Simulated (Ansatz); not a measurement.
We consider cubic perovskite CsHgBr₃ (idealised or unconfirmed structure), described by LDA (plane waves, PAW; Ansatz, a program for electronic structure).

Settings: plane-wave cutoff 520 eV, 10×10×10 k mesh, Fermi–Dirac smearing 0.05 eV, scalar-relativistic PAW data made under PBE.

Energies at three volumes about the minimum:

```csv
V (Å³/atom),E − E_lowest (meV/atom)
31.571,1.53
32.216,0.00
32.860,1.28
```

Problem. Fit a parabola by hand: where is the minimum, what lattice constant follows, and what is the bulk modulus?

Solution. Slopes: (0.00 − 1.53)/(32.216 − 31.571) = -2.372 and (1.28 − 0.00)/(32.860 − 32.216) = 1.988 meV/Å³. Curvature E″ = 2 × (1.988 − (-2.372))/(32.860 − 31.571) = 6.765 meV/Å⁶. From the middle of the first interval, the slope vanishes at V0 = 31.8935 − (-2.372)/6.765 = 32.244 Å³/atom. B = V0 E″ = 32.244 × 6.765 meV/Å³ × 0.1602 GPa per meV/Å³ = 34.9 GPa. With 5 atoms in the cube, a = (5 × 32.244)^(1/3) = 5.443 Å. The full Birch–Murnaghan fit to all volumes gives V0 = 32.232 Å³/atom and B0 = 34.8 GPa.

Note: the relaxation could not lower the start's symmetry, so the cell can be a saddle point above a distorted one.
